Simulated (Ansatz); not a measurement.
Ansatz (a first-principles code) run on the (001) slab of Mg3Au (cut from a parent of space group no. 194; 8 atoms in the cell): self-consistent single point.

Level of theory: LDA (PW92), default PAW files made with PBE (plane waves; Ansatz).

```yaml
crystal:
  lattice:
    - [4.64986, 0.00000, 0.00000]
    - [-2.32493, 4.02689, 0.00000]
    - [0.00000, 0.00000, 21.14372]
  atoms:
    - { symbol: Mg, position: [0.00000, 0.00000, 0.40007] }
    - { symbol: Mg, position: [0.00000, 0.00000, 0.59993] }
    - { symbol: Mg, position: [0.33333, 0.66667, 0.66893] }
    - { symbol: Mg, position: [0.66667, 0.33333, 0.33107] }
    - { symbol: Mg, position: [0.66667, 0.33333, 0.46907] }
    - { symbol: Mg, position: [0.33333, 0.66667, 0.53092] }
    - { symbol: Au, position: [0.33333, 0.66667, 0.40007] }
    - { symbol: Au, position: [0.66667, 0.33333, 0.59993] }
```

Reference input (self-consistent single point, DFT, LDA (PW92), plane waves, default PAW files made with PBE): basis.ecutwfc = 420 eV; kpoints.mp_grid.grid = 8 8 1; hamiltonian.xc = lda; hamiltonian.pseudopotentials = {kind: paw} (the program's default PAW files); scf.occupations.method = gaussian; scf.occupations.width = 0.1 eV. This run's input differs from it in these lines:

Ansatz 0.2 input:
```diff
@@ -17,3 +17,3 @@
 kpoints:
-  mp_grid: { grid: [8, 8, 1] }
+  mp_grid: { grid: [21, 21, 1] }
 hamiltonian:
```

Output (repeated stretches shortened):

```
SCF iter   1: F=—  HF=-37140.639541 eV  |F-HF|=—  |Δ(HF+E_count)|=         —  Δρ=4.11e-3  dr2=1.56e-1  ethr=1.77e-3  ⟨swp⟩=13.1  Hψ=14175  notcnv=0  defer=12
all-band conjugate gradients solve this SCF's bands
preconditioner: auto → LDOS
SCF iter   2: F=—  HF=-37140.608667 eV  |F-HF|=—  |Δ(HF+E_count)|=   3.09e-2  Δρ=2.26e-3  dr2=2.41e-2  ethr=1.59e-4  ⟨swp⟩=2.2  Hψ=5815  notcnv=0  defer=195
   [... lines left out ...]
SCF iter   4: F=—  HF=-37140.597666 eV  |F-HF|=—  |Δ(HF+E_count)|=   2.58e-4  Δρ=2.39e-4  dr2=2.37e-4  ethr=1.59e-6  ⟨swp⟩=2.0  Hψ=4604  notcnv=0  defer=195
SCF iter   5: F=—  HF=-37140.597612 eV  |F-HF|=—  |Δ(HF+E_count)|=   5.35e-5  Δρ=3.77e-5  dr2=5.86e-6  ethr=2.42e-7  ⟨swp⟩=2.6  Hψ=4231  notcnv=0  defer=195
SCF iter   6: F=—  HF=-37140.597840 eV  |F-HF|=—  |Δ(HF+E_count)|=   2.28e-4  Δρ=1.45e-5  dr2=1.11e-6  ethr=5.98e-9  ⟨swp⟩=2.6  Hψ=4846  notcnv=0  defer=195
SCF iter   7: F=-37140.597841 eV  HF=-37140.597841 eV  |F-HF|=3.68e-8  |Δ(HF+E_count)|=   1.33e-7  Δρ=2.87e-6  dr2=3.27e-8  ethr=1.02e-10  ⟨swp⟩=14.2  Hψ=14802  notcnv=0
SCF 1 converged in 7 iterations: F = -37140.597841 eV  dr2 = 3.27e-8
Free energy (F): -37140.597841 eV
Internal energy: -37140.584220 eV  (E = F + TS)
E sigma→0 (E₀):  -37140.591030 eV
Entropy (-TS):   -0.013621 eV (-1.703 meV/atom)
Fermi energy:    1.776375 eV
--- Forces (eV/Å), atoms counted from 1 ---
  atom   1  Mg    -0.00000000     0.00000000    -0.01390161
  atom   2  Mg    -0.00000000    -0.00000000     0.01390161
  atom   3  Mg     0.00000000    -0.00000000    -0.40973589
  atom   4  Mg     0.00000000     0.00000000     0.40973589
  atom   5  Mg    -0.00000000    -0.00000000     0.07813804
  atom   6  Mg    -0.00000000     0.00000000    -0.07813804
  atom   7  Au    -0.00000000     0.00000000    -0.02375834
  atom   8  Au     0.00000000    -0.00000000     0.02375834
--- Stress (GPa, compression-positive) ---
       -1.977336      -0.000000       0.000000
        0.000000      -1.977336       0.000000
        0.000000       0.000000      -1.161411
  P = ⅓ Tr σ = -1.7054 GPa (-17.054 kbar)
  The stress holds the Pulay correction. Without it, at fixed plane waves, as pw.x and ABINIT print it: P = -1.7102 GPa
```

The run converged in 7 iterations. Against the reference run the free energy goes up by 1.9 meV/atom and the largest force goes from 0.430 to 0.410 eV/Å.

The starting cell comes from a database of computed structures (which also holds hypothetical and non-ambient phases and stackings), without a prior relaxation at this level. The slab is cut from that crystal, and its faces are unrelaxed. Its lattice was rescaled by up to half a per cent. Spin-orbit coupling is off.

Cost on one core of a shared machine: roughly 40 s.
